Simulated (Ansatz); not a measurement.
**A computed series for PbTe: response to strain**

Start from PbTe in the rock salt structure (space group Fm-3m, No. 225; a = 6.5343 Å). Axes: x, y, z lie along the cube axes.

Strains are applied to the cell and any free atomic positions relax; under biaxial strain the out-of-plane vector relaxes too.

Level of theory: Kohn–Sham DFT with the r2SCAN functional, run in Ansatz (a first-principles code) with PAW and 500 eV plane waves, scalar-relativistic without spin-orbit coupling.

Computed cases, in order: the unstrained base; biaxial strain +0.42 %, plane normal [111], relaxed out of plane; biaxial strain +0.83 %, plane normal [111], relaxed out of plane; biaxial strain +1.25 %, plane normal [111], relaxed out of plane; biaxial strain +1.67 %, plane normal [111], relaxed out of plane; biaxial strain +2.08 %, plane normal [111], relaxed out of plane; biaxial strain +2.50 %, plane normal [111], relaxed out of plane.

**Question.** Between which two neighbouring cases does the gap turn between direct and indirect?

**Answer.** Between the unstrained base (1.09 eV, direct at L) and biaxial strain +0.42 %, plane normal [111], relaxed out of plane (1.04 eV, indirect, L → T). The whole series: the unstrained base: 1.09 eV, direct at L; biaxial strain +0.42 %, plane normal [111], relaxed out of plane: 1.04 eV, indirect, L → T; biaxial strain +0.83 %, plane normal [111], relaxed out of plane: 1.00 eV, indirect, L → T; biaxial strain +1.25 %, plane normal [111], relaxed out of plane: 0.95 eV, indirect, L → T; biaxial strain +1.67 %, plane normal [111], relaxed out of plane: 0.90 eV, indirect, L → T; biaxial strain +2.08 %, plane normal [111], relaxed out of plane: 0.85 eV, indirect, L → T; biaxial strain +2.50 %, plane normal [111], relaxed out of plane: 0.81 eV, indirect, L → T.

Spin-orbit coupling, missing from the scalar runs, can matter with Pb and Te. No phonon test of stability was made. Labels are those of the standard path for the cell's own space group.
